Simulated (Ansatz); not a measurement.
Results of r²SCAN+rVV10 in Ansatz (plane waves, PAW) for CaO (model structure, started from the CsCl type, Pm-3m, No. 221, 2 atoms in the cell; like a known high-pressure phase).

Numerical settings: plane-wave cutoff 560 eV, 12×12×12 k mesh, Fermi–Dirac smearing 0.01 eV, scalar-relativistic PAW data made under PBE.

Computed at the level's own relaxed cell.

```
CaO
1.0
    2.89227     0.00000     0.00000
    0.00000     2.89227     0.00000
    0.00000     0.00000     2.89227
Ca O
1 1
Cartesian
  0.00000   0.00000   0.00000
  1.44613   1.44613   1.44613
```

Question: List the 9 lowest band energies at Γ above −25 eV (eV, relative to the valence band maximum), grouping those that round alike.

Answer: At Γ: -20.31 (×3), -17.44, -0.30 (×3), 3.25 (×2).

A model structure was made by putting elements into a prototype or built by hand; it is no filed structure, need not be a known phase, and can be a saddle point held by its symmetry.

Ansatz is a first-principles code.
